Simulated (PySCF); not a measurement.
A user runs PySCF on MgS (F-43m, 2 atoms in the cell) and asks whether the run is sound. The aim is a self-consistent single point with DFT LDA, Gaussian basis gth-dzvp-molopt-sr, GTH pseudopotentials gth-pade, FFT density fitting with multigrid.

Cell that was meant: a = 4.0066 Å, b = 4.0066 Å, c = 4.0066 Å, α = 60.00°, β = 60.00°, γ = 60.00°.

Part of the input:

```python
)

kpts = cell.make_kpts([2, 2, 2])
kpts = cell.get_scaled_kpts(kpts)
kmf = dft.KRKS(cell, kpts).multigrid_numint()
kmf.xc = 'lda,pw'
kmf.conv_tol = 1e-08
```

Output, abridged:

```
[INPUT] verbose = 4
[INPUT] num. atoms = 2
[INPUT] num. electrons = 16
[INPUT] charge = 0
[INPUT] spin (= nelec alpha-beta = 2S) = 0
   [... lines left out ...]
diis_start_cycle = 1
diis_space = 8
diis_damp = 0
SCF conv_tol = 1e-08
SCF conv_tol_grad = None
SCF max_cycles = 30

******** PBC SCF flags ********
N kpts = 8
Exchange divergence treatment (exxdiv) = ewald
    madelung (= occupied orbital energy shift) = 0.14272865980154548
    Total energy shift due to Ewald probe charge = -1/2 * Nelec*madelung = -1.14182927841
DF object = <pyscf.pbc.df.fft.FFTDF object>
Uniform grid, mesh = [65 65 65]
Set gradient conv threshold to 0.0001
nelec by numeric integration = 15.999999985347547
init E= -73.1889036789815
  HOMO = 0.158286097941  LUMO = 0.234038937575  gap/eV = 2.06134
cycle= 1 E= -73.4206517449709  delta_E= -0.232  |g|= 0.904  |ddm|= 7.19
  HOMO = 0.0598490575654  LUMO = 0.209241821933  gap/eV = 4.06518
cycle= 2 E= -73.4160815080734  delta_E= 0.00457  |g|= 0.944  |ddm|=  2.7
  HOMO = 0.117945054661  LUMO = 0.224070404215  gap/eV = 2.88782
cycle= 3 E= -73.4578889414443  delta_E= -0.0418  |g|= 0.0171  |ddm|= 1.39
  HOMO = 0.117015262696  LUMO = 0.223078398212  gap/eV = 2.88612
cycle= 4 E= -73.4578965881427  delta_E= -7.65e-06  |g|= 0.00273  |ddm|= 0.0323
  HOMO = 0.117107435604  LUMO = 0.223030300767  gap/eV = 2.88231
cycle= 5 E= -73.4578968329881  delta_E= -2.45e-07  |g|= 0.000455  |ddm|= 0.0052
  HOMO = 0.117099050958  LUMO = 0.223024752731  gap/eV = 2.88239
cycle= 6 E= -73.457896842384  delta_E= -9.4e-09  |g|= 0.000137  |ddm|= 0.000771
  HOMO = 0.117093642293  LUMO = 0.223021207115  gap/eV = 2.88244
cycle= 7 E= -73.4578968433061  delta_E= -9.22e-10  |g|= 1.42e-06  |ddm|= 0.000192
  HOMO = 0.1170935566  LUMO = 0.223021124052  gap/eV = 2.88244
nelec by numeric integration = 15.999999985076064
Extra cycle  E= -73.4578968433061  delta_E= 4.26e-14  |g|= 6.62e-07  |ddm|= 4.7e-06
converged SCF energy = -73.4578968433061
electrons per cell = 16.000000
highest filled level = 0.117094 Ha, lowest empty level = 0.223021 Ha
```

Q: Is this run sound? If not, what is wrong?

A: The run is not sound. The fault is fractional k-points passed as absolute ones. The solver takes k-points in inverse bohr. To fix it, convert the points. The run converged in 7 iterations without an error; against the sound input the free energy falls by 106 meV/atom and the gap on the mesh goes from 2.813 to 2.882 eV.

An input that runs soundly differs in these lines (not the only fix; some lines may just follow from the change or write a value another way):
```diff
-kpts = cell.get_scaled_kpts(kpts)
```

With that input, the run converged in 6 iterations: free energy E − TS -1998.6801 eV; top of the valence band (on the code's own zero) 3.28 eV; gap on the k-point mesh 2.81 eV (DFT LDA, Gaussian basis gth-dzvp-molopt-sr, GTH pseudopotentials gth-pade, FFT density fitting with multigrid).

On the sound input: the starting cell comes from a database of computed structures (which also holds hypothetical and non-ambient phases and stackings), without a prior relaxation at this level. Values carry the incompleteness of an atom-centred basis. The mesh is very coarse (it stands for a supercell whose shortest vector is 8 Å): a converged loop gives no converged values here.
